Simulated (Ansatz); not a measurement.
A self-consistent single point of Sr2H5Rh (I4mm, 8 atoms in the cell) with Ansatz (an electronic-structure program).

Method of the run: LDA (PW92), default PAW files made with PBE (plane waves; Ansatz).

The change in words: 1 x 1 x 1 supercell, one Rh atom moved by 0.02 angstrom along z; scf.occupations.method: fixed → fermi_dirac; scf.occupations.width: default → 0.05 eV. Reference geometry:
```xyz
8
Lattice="-2.6817 2.6817 3.8977 2.6817 -2.6817 3.8977 2.6817 2.6817 -3.8977" Properties=species:S:1:pos:R:3 pbc="T T T"
Sr     0.0000     2.6817     1.9439
Sr     2.6817     0.0000     1.9439
H     -1.4938     1.4938     3.8530
H      1.1879     1.1879    -0.0447
H      1.4938    -1.4938     3.8530
H      1.4938     1.4938     3.8530
H      0.0000     0.0000     1.8670
Rh     0.0000     0.0000     0.0599
```

Reference input (self-consistent single point, DFT, LDA (PW92), plane waves, default PAW files made with PBE): basis.ecutwfc = 420 eV; kpoints.mp_grid.grid = 7 7 7; hamiltonian.xc = lda; hamiltonian.pseudopotentials = {kind: paw} (the program's default PAW files); scf.occupations.method = fixed. This run's input differs from it in these lines:

Ansatz 0.2 input:
```diff
@@ -14,3 +14,3 @@
     - { symbol: H, position: [0.239500, 0.239500, 0.000000] }
-    - { symbol: Rh, position: [0.007690, 0.007690, 0.000000] }
+    - { symbol: Rh, position: [0.010256, 0.010256, 0.000000] }
 basis:
@@ -23,3 +23,3 @@
 scf:
-  occupations: { method: fixed }
+  occupations: { method: fermi_dirac, width: 0.05 }
 output:
```

Log, with long lists cut:

```
SCF iter   1: F=—  HF=-13250.414093 eV  |F-HF|=—  |Δ(HF+E_count)|=         —  Δρ=1.05e-2  dr2=1.30e-1  ethr=1.77e-3  ⟨swp⟩=8.9  Hψ=6892  notcnv=0  defer=12
all-band conjugate gradients solve this SCF's bands
preconditioner: auto → Resta (q_TF=auto, 2.316 Å⁻¹)
SCF iter   2: F=—  HF=-13250.381470 eV  |F-HF|=—  |Δ(HF+E_count)|=   3.26e-2  Δρ=4.99e-3  dr2=3.05e-2  ethr=3.09e-4  ⟨swp⟩=1.9  Hψ=1573  notcnv=0  defer=68
   [... lines left out ...]
SCF iter   5: F=—  HF=-13250.371604 eV  |F-HF|=—  |Δ(HF+E_count)|=   1.30e-5  Δρ=8.13e-5  dr2=1.23e-5  ethr=3.57e-7  ⟨swp⟩=2.8  Hψ=1766  notcnv=0  defer=83
SCF iter   6: F=—  HF=-13250.371609 eV  |F-HF|=—  |Δ(HF+E_count)|=   4.92e-6  Δρ=2.75e-5  dr2=1.39e-6  ethr=2.92e-8  ⟨swp⟩=2.0  Hψ=1423  notcnv=0  defer=85
SCF iter   7: F=—  HF=-13250.371609 eV  |F-HF|=—  |Δ(HF+E_count)|=   5.26e-8  Δρ=8.05e-6  dr2=1.05e-7  ethr=3.31e-9  ⟨swp⟩=2.1  Hψ=1441  notcnv=0  defer=86
SCF iter   8: F=-13250.371609 eV  HF=-13250.371609 eV  |F-HF|=2.42e-9  |Δ(HF+E_count)|=   6.09e-9  Δρ=1.64e-6  dr2=4.80e-9  ethr=2.38e-10  ⟨swp⟩=10.6  Hψ=5085  notcnv=0
SCF 1 converged in 8 iterations: F = -13250.371609 eV  dr2 = 4.80e-9
Free energy (F): -13250.371609 eV
Internal energy: -13250.371524 eV  (E = F + TS)
E sigma→0 (E₀):  -13250.371567 eV
Entropy (-TS):   -0.000085 eV (-0.011 meV/atom)
Fermi energy:    7.686992 eV
--- Forces (eV/Å), atoms counted from 1 ---
  atom   1  Sr     0.00000000     0.00000000    -0.00319704
  atom   2  Sr    -0.00000000    -0.00000000    -0.00319704
  atom   3  H     -0.09859415     0.09859415     0.01375655
  atom   4  H     -0.09859415    -0.09859415     0.01375655
  atom   5  H      0.09859415    -0.09859415     0.01375655
  atom   6  H      0.09859415     0.09859415     0.01375655
  atom   7  H     -0.00000000     0.00000000    -0.13290900
  atom   8  Rh     0.00000000     0.00000000     0.08429525
--- Stress (GPa, compression-positive) ---
       -4.005828       0.000000       0.000000
        0.000000      -4.005828      -0.000000
        0.000000       0.000000      -3.986900
  P = ⅓ Tr σ = -3.9995 GPa (-39.995 kbar)
  The stress holds the Pulay correction. Without it, at fixed plane waves, as pw.x and ABINIT print it: P = -4.0882 GPa
```

The run converged in 8 iterations. Against the reference run the free energy is nearly the same (within 1 meV/atom), the pressure hardly changes (-4.09 to -4.00 GPa), the largest force goes from 0.315 to 0.140 eV/Å and the gap on the mesh hardly changes (0.650 to 0.652 eV).

The starting cell comes from a database of computed structures (which also holds hypothetical and non-ambient phases and stackings), without a prior relaxation at this level. Its lattice was rescaled by up to half a per cent. For this run, on top of that: 1 x 1 x 1 supercell, one Rh atom moved by 0.02 angstrom along z. With a pressure of about -4 GPa the cell is away from its equilibrium volume at this level. Ansatz's pressure includes its estimate of the finite-basis (Pulay) stress.
